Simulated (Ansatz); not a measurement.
Take BAs in the zinc blende structure (space group F-43m, No. 216) as the base.

```
BAs
1.0
    0.00000     2.39193     2.39193
    2.39193     0.00000     2.39193
    2.39193     2.39193     0.00000
B As
1 1
Cartesian
  0.00000   0.00000   0.00000
  1.19596   1.19596   1.19596
```

Cartesian axes are those of the cell as printed.

All numbers come from r2SCAN (Ansatz, a first-principles code; PAW; 500 eV plane waves; no spin-orbit coupling).

For the base:

| Item | Result |
|---|---|
| Smallest direct gap | 3.44 eV |

The change: biaxial strain −2.50 %, plane normal [001], relaxed out of plane (Cartesian); in-plane vectors clamped, the third vector and the atoms free.

How does this affect the smallest direct gap and out-of-plane strain?

The smallest direct gap drops by 0.17 eV (3.44 eV → 3.27 eV); the out-of-plane strain amounts to +1.15 %.

Gaps are Kohn–Sham eigenvalue differences; semilocal functionals usually give less than the measured gap. Whether these cells are dynamically stable was not tested.
